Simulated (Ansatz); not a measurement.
Ti2CdC (P6_3/mmc), PBEsol, DFPT electron-phonon coupling, linearised Boltzmann equation in Ansatz (a program for electronic structure). Phonon-limited resistivity 13.2 μΩ·cm at 300 K along y (a = (3.06, 0.00, 0.00) Å; b = (-1.53, 2.65, 0.00) Å; c = (0.00, 0.00, 14.33) Å), 19.0 μΩ·cm at 400 K, current-weighted mean free path 8.7 nm, Drude plasma energy 4.75 eV.

### Question
What temperature coefficient of resistance follows, and how does it compare with 1/T?

### Answer
(ρ₄₀₀ − ρ₃₀₀)/(100 K × ρ₃₀₀) = 4.39×10⁻³ K⁻¹, against 1/T = 3.33×10⁻³ K⁻¹ for a resistivity proportional to T. It lies higher because phonons are still being populated at 300 K; impurities would add a constant and lower it.

### Question
Estimate the resistivity of a 80 nm square wire with diffuse walls from ρ ≈ ρ₀(1 + 3ℓ/4d).

### Answer
1 + 0.75 × 8.7/80 = 1.08, so ρ ≈ 14.3 μΩ·cm and a line 1 μm long has 22.3 Ω. The formula is the free-electron limit for d well above ℓ; grain boundaries add to it.

### Question
What is the classical skin depth at 10 GHz (nonmagnetic, μ₀ = 1.257×10⁻⁶ H/m)?

### Answer
δ = √(ρ/(π f μ₀)) = 1830 nm.

A metal at this level (no band gap). Only scattering by harmonic phonons is included (no impurities, grain boundaries, electron-electron scattering or thermal expansion). Spin-orbit coupling is left out. Halving the electron mesh (32x32x8) moves the resistivity by up to 12 % at 300 K, the mean free path by up to 9 %. Smearing 0.20 eV; phonons on a 5x5x1 q mesh, which this run doesn't test.

Computed structure with no diffraction record at hand here (it may be known, metastable or hypothetical): Ti2CdC (P6_3/mmc).
